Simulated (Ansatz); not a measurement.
## Pressure series in NaOH

Base system: NaOH (space group P2_1, No. 4; a = 3.493 Å, b = 3.394 Å, c = 5.094 Å, α = 90.00°, β = 106.12°, γ = 90.00°; a cell from a computed database, its experimental status unchecked).

Cell and atoms are relaxed at each pressure.

All numbers come from PBEsol in Ansatz (plane waves to 420 eV, PAW, no spin-orbit coupling).

Candidates:
(a) pressure 0.7 GPa
(b) pressure 3 GPa
(c) pressure −2 GPa
(d) pressure 1.5 GPa
(e) pressure −1 GPa

Base values:

The band gap comes out as 3.63 eV.

### Question
Order them by band gap, lowest first.

### Answer
(c) pressure −2 GPa (3.28 eV), (e) pressure −1 GPa (3.44 eV), (a) pressure 0.7 GPa (3.73 eV), (d) pressure 1.5 GPa (3.83 eV), (b) pressure 3 GPa (3.98 eV)

Load acts through the strain it causes; cell and atoms are relaxed under it. No phonon test of stability was made.

Ansatz is a quantum-chemistry and plane-wave program.
